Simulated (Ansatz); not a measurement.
# A computed series for Rh: pressure series

Consider Rh in the fcc (Cu type) structure (space group Fm-3m, No. 225; a = 3.8000 Å).

Cell and atoms are relaxed at each pressure.

The values are results of Ansatz (a program for electronic structure) r2SCAN, spin-orbit coupling left out, not measurements.

| pressure (GPa) | volume per atom (Å³/atom) |
|---|---|
| -2 | 13.818 |
| -1 | 13.768 |
| 0 | 13.718 |
| 0.9 | ? |
| 2.1 | 13.619 |
| 9 | 13.319 |
| 15 | 13.087 |
| 22.5 | 12.827 |
| 30 | 12.594 |

Task: Fit the third-order Birch–Murnaghan form P(V) = (3B₀/2)[(V₀/V)^(7/3) − (V₀/V)^(5/3)]·[1 + (3/4)(B₀′ − 4)((V₀/V)^(2/3) − 1)] (squares taken in P) to the rows shown and predict the withheld row.

Result: Least squares on the printed values gives V₀ = 13.719 Å³/atom, B₀ = 282 GPa, B₀′ = 5.1; this predicts 13.675 Å³/atom, and the run gives 13.675 Å³/atom, in agreement.

Measured bulk modulus of Rh: 271 GPa (static lattice; corrected from measurement; as listed in H. Levämäki et al., Physical Review B (2014)); the computed value is 4 % above it.

Load acts through the strain it causes; cell and atoms are relaxed under it. Whether these cells are dynamically stable was not tested. No other phases were tried under pressure. All final runs are without spin polarisation.
